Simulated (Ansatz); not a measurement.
Consider the following.

```
CELL_PARAMETERS angstrom
      4.28270     0.00000     0.00000
      0.00000     4.28270     0.00000
      0.00000     0.00000     3.02037
ATOMIC_POSITIONS crystal
  Ir 0.00000 0.00000 0.00000
  Ir 0.50000 0.50000 0.50000
  O  0.30804 0.30804 0.00000
  O  0.80804 0.19196 0.50000
  O  0.19196 0.80804 0.50000
  O  0.69196 0.69196 0.00000
```

No spin polarisation.

Calculations: Ansatz (a first-principles code) PBEsol, no spin-orbit coupling, earlier PAW set. k-mesh 11×11×15 (Γ-centred); smearing 0.05 eV (Fermi–Dirac).

### Question
Predict the band gap, pressure and space group.

### Answer
The band gap is zero and the pressure (mean of the normal stresses, compression positive) comes out as 53.9 GPa. The space group is P4_2/mnm (No. 136).

The cells carry an imposed strain or load. Stability against distortions was not tested. No Hubbard U is applied, and correlation can decide whether such a compound is a metal. All final runs are without spin polarisation. The cell was made from IrO$_{2}$ in the rutile structure (space group P4_2/mnm, No. 136) by this change: isotropic strain −4.23 %.
